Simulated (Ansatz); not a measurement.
**Mo under load (space group I4/mmm): band-structure transport figures**

Given:

```xyz
1
Lattice="-1.5623 1.5623 1.5748 1.5623 -1.5623 1.5748 1.5623 1.5623 -1.5748" Properties=species:S:1:pos:R:3 pbc="T T T"
Mo     0.0000     0.0000     0.0000
```

The numbers are results of PBEsol with spin-orbit coupling, rigid bands (plane waves, PAW; Ansatz, a program for electronic structure), not measurements. Condition of this run: uniaxial stress zz = -3 GPa (compression positive) with spin-orbit coupling (the target of the relaxation). How the cell was made: cell and atoms relaxed with PBEsol, then loaded as said.

```json
{
  "density of states at the Fermi level": "0.583 states/(eV·cell), both spins",
  "bare Sommerfeld coefficient": "1.37 mJ/(mol of atoms·K²)",
  "drude_plasma_energy": "8.7 eV",
  "root-mean-square Fermi velocity": "8.7e5 m/s",
  "resistivity times τ": "6.5 ×10⁻²² Ω·m·s",
  "resistivity_times_mean_free_path": "6.1 ×10⁻¹⁶ Ω·m²"
}
```

A metal at this level (no band gap); rigid bands, thermally averaged at 300 K, both spins. τ is one relaxation time for all states; the product of resistivity and mean free path takes one path for all states instead.
